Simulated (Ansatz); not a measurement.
# Ru: energy against volume

Ru (hcp, P6_3/mmc, 13.768 Å³/atom and stress up to 0.01 GPa in the relaxed cell, c along z) under hydrostatic pressure, with the cell free. PBE in Ansatz, a plane-wave DFT program (PAW, default set), 420 eV, 20×20×11 Γ-centred mesh, Fermi-Dirac smearing 0.05 eV; ions are relaxed, or left where forces stay under 0.02 eV/Å, within the symmetry of each cell.

Here V stands for volume and E for E less E0.

```csv
volume (Å³/atom),E less E0 (meV/atom),pressure (GPa)
13.8584,0.60,-2.01
13.8130,0.16,-1.01
13.7680,0.00,0.00
13.7287,0.10,0.90
13.6773,0.56,2.09
13.5769,2.58,4.51
13.4002,9.94,9.01
13.1843,25.98,15.00
12.7167,?,?
```

Taking the third-order Birch-Murnaghan form, a cubic in V^(-2/3) for E over the 8 complete rows: With u = V^(-2/3) - 0.1753, the rows have u = -0.0019763, -0.0015967, -0.0012184, -0.0008864, -0.0004497, 0.0004113, 0.0019525, 0.0038824. Least squares gives E = 1.431 + 2389.8·u + 1002305·u² + 2797642·u³. Residuals (row less fit): -0.001, 0.001, -0.002, 0.002, 0.001, -0.004, 0.001, -0.001; standard error 0.003 (degrees of freedom: 4). Its minimum lies at u = -0.0011982, so V0 = (0.1741018)^(-3/2) = 13.77. There d²E/du² = 1984000 and d³E/du³ = 1.679e7, so B0 = (4/9) × 13.77^(-7/3) × 1984000 × 0.160218 = 311 GPa (the last factor turns the table's units into GPa), and B0' = 4 + (2/3) × 0.1741018 × (1.679e7)/1984000 = 5.0. B0' rests on the cubic coefficient alone and has a standard error of 0.1 from these residuals.

Task: Estimate the missing E (V = 12.7167); what did the run itself give?

Result: u = 0.0082483, so E = 1.431 + 2389.8 × 0.0082483 + 1002305 × 0.0082483² + 2797642 × 0.0082483³ = 90.904 meV/atom. The calculation gives 90.76 meV/atom, 0.144 meV/atom below the prediction (0.2 % of the range of E in the table). The row lies outside the fitted rows, so this is an extrapolation. The scatter of the fitted rows lies at the last printed digit.

In a metal these values are sensitive to mesh and smearing; energies are taken to zero smearing, stresses follow the free energy. The runs aren't spin-polarised. Other structures, which can take over under pressure, weren't tried. The same form fitted to the pressure column gives B0' = 4.8; series where the two differ by over 0.4 aren't shown. Rows are the converged runs of the series near zero and its far end, less any whose ions stayed unrelaxed beside relaxed ones; series whose fitted rows scatter by over a few per cent of the range, as at a crossing or softening among them, aren't shown in this form.
